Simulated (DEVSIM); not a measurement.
Device: illuminated Si n-on-p cell, one wavelength, at 350 K.

Layer 1 from the left is Si, thickness (μm) 0.460, Nd (cm⁻³) 1.3e18, τn (s) 4.5e-8, τp (s) 2.1e-8, absorption coefficient (cm⁻¹) 22000. Layer 2 from the left is Si, thickness (μm) 26.0, Na (cm⁻³) 7.7e16, τn (s) 2.8e-7, τp (s) 2.8e-7, absorption coefficient (cm⁻¹) 22000.

Left contact: ohmic, minority hole recombination velocity 6e5 cm/s. Right contact: ohmic, minority electron recombination velocity 2e6 cm/s. Voltage is applied to the left contact. Recombination: SRH at mid-gap, radiative, Auger. Gap narrowing is on: ΔEg = 6.92 meV × (l + √(l² + 0.5)), l = ln(N/1.3e17 cm⁻³), shared equally by both band edges. Light enters at the left, 1.6e18 photons cm⁻² s⁻¹, one pass, no reflection. Mobility is μmin + (μ − μmin)/(1 + (N/Nref)^α).

Constants are typed, rounded textbook-type inputs, not results; the design itself was drawn at random and stands for no fabricated device. Values at 300 K; Nc and Nv go as T^1.5, mobilities as T to minus their exponent, the gap by Varshni's rule with the affinity fixed.

Si: gap (eV) 1.124, affinity (eV) 4.05, permittivity 11.7, Nc (cm⁻³) 2.86e19, Nv (cm⁻³) 3.1e19, μn (cm²/Vs) 1417, μp (cm²/Vs) 470, μn,min 52, μp,min 45, Nref,n 9.7e16, Nref,p 2.2e17, αn 0.68, αp 0.72, T exponent of μn 2.3, T exponent of μp 2.2, B (cm³/s) 4.7e-15, Cn (cm⁶/s) 2.8e-31, Cp (cm⁶/s) 9.9e-32, Varshni α (eV/K) 0.000473, Varshni β (K) 636.

DEVSIM, 1D drift-diffusion, Boltzmann statistics, complete ionisation; no tunnelling, impact ionisation, image-force lowering or self-heating.

Dark forward current:

| |V| (V) | |J| (A/cm²) |
|---|---|
| 0.05 | 2.109e-7 |
| 0.10 | 7.605e-7 |
| 0.15 | 2.472e-6 |
| 0.20 | 8.724e-6 |
| 0.25 | 3.499e-5 |
| 0.30 | 0.0001570 |
| 0.35 | 0.0007581 |
| 0.40 | 0.003816 |
| 0.45 | 0.01961 |
| 0.50 | 0.1017 |
| 0.55 | 0.5268 |
| 0.60 | 2.654 |
| 0.65 | 11.88 |
| 0.70 | 40.56 |
| 0.75 | 102.0 |
| 0.80 | 205.9 |
| 0.85 | 359.6 |
| 0.90 | 568.2 |
| 0.95 | 835.2 |
| 1.00 | 1163 |
| 1.05 | 1553 |
| 1.10 | 2006 |

Problem. Work out the local ideality factor n = ΔV / (kT/q · ln(J2/J1)) between the rows 0.15 and 0.20 V, 0.45 and 0.50 V, 1.05 and 1.10 V.

Solution. kT/q = 30.16 mV. From 0.15 to 0.20 V: ln(8.724e-6/2.472e-6) = 1.261, n = 1.31. From 0.45 to 0.50 V: ln(0.1017/0.01961) = 1.646, n = 1.01, near the 1 of diffusion or emission over a barrier. From 1.05 to 1.10 V: ln(2006/1553) = 0.256, n = 6.48.

Problem. What current could the absorbed light give at most, and what share is collected?

Solution. Σ αd = 58.2, so qΦ(1 − exp(−Σ αd)) = 256 mA/cm². The simulated short-circuit current is 170.2 mA/cm², a share of 0.66.

Problem. Estimate the open-circuit voltage by superposition: the voltage at which the dark current equals that short-circuit current.

Solution. Interpolating ln J in the table gives 0.516 V. The simulation gives 0.515 V, the same within the digits that matter. Superposition holds where collection doesn't change with voltage.

Problem. Estimate the fill factor from FF0 = (v − ln(v + 0.72))/(v + 1), v = qVoc/(nkT), with n from the dark curve.

Solution. The rows about Voc, 0.50 and 0.55 V, give n = 1.01, so v = 16.9 and FF0 = 0.784. The simulation gives 0.783, the same within the digits that matter.
